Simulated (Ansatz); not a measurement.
## LiH in the rock salt structure (space group Fm-3m, No. 225)

```
LiH
1.0
    0.00000     1.98996     1.98996
    1.98996     0.00000     1.98996
    1.98996     1.98996     0.00000
H Li
1 1
Direct
  0.00000   0.00000   0.00000
  0.50000   0.50000   0.50000
```

Method: Ansatz (an electronic-structure program) PBEsol, without spin-orbit coupling. Settings: 14×14×14 k-points, 0.05 eV Fermi–Dirac smearing.

The volume per atom is 7.88 Å³. The density comes out as 0.84 g/cm³ and the band gap is 2.73 eV, direct at X. The electron mass comes out as 0.11 mₑ along k, 1.0 mₑ across and the lowest conduction-band minima above the VBM is X along ⟨100⟩ 2.73 eV. The total energy is -109.752 eV/atom (σ→0; compares only within this code and set-up).

Effective masses come from finite differences of ±0.01 Å⁻¹. Along k means along the line from Γ to the band edge. Whether these cells are dynamically stable was not tested.
